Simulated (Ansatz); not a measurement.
Base system: a 9-atom supercell of SiO₂ (space group P3_121, No. 152) at its relaxed geometry.

```yaml
crystal:
  lattice:
    - [4.92134, 0.00000, 0.00000]
    - [-2.46067, 4.26201, 0.00000]
    - [-2.46067, -4.26201, 5.41708]
  atoms:
    - { symbol: Si, position: [0.30241, 0.83333, 0.83333] }
    - { symbol: Si, position: [0.16667, 0.63574, 0.16667] }
    - { symbol: Si, position: [0.03093, 0.03093, 0.50000] }
    - { symbol: O, position: [0.12844, 0.98410, 0.71527] }
    - { symbol: O, position: [0.77977, 0.19294, 0.04860] }
    - { symbol: O, position: [0.23760, 0.96877, 0.38194] }
    - { symbol: O, position: [0.09573, 0.68256, 0.95140] }
    - { symbol: O, position: [0.55356, 0.69790, 0.28473] }
    - { symbol: O, position: [0.20489, 0.47373, 0.61806] }
```

Method: Ansatz (a first-principles code), r2SCAN, PAW, cutoff 500 eV, no spin-orbit coupling.

For the base:

| Quantity | Result |
|---|---|
| Pressure | 0.0 GPa |

Perturbation: one H atom is added in an open site, starting 2.10 Å from the nearest host atom, atoms relaxed at fixed cell, starting from a slightly rattled geometry.

Predict the new largest displacement of a host atom from its site in the perfect cell and pressure.

The largest displacement of a host atom from its site in the perfect cell is 0.07 Å; the pressure goes from zero to 2.9 GPa.

Other magnetic orders, which the real material may have, were not ruled out. The cell is small, so the values are those of an ordered compound at a high defect concentration; dilute-limit values will differ. The defect cell is spin-polarised and ends with 1.0 μB.
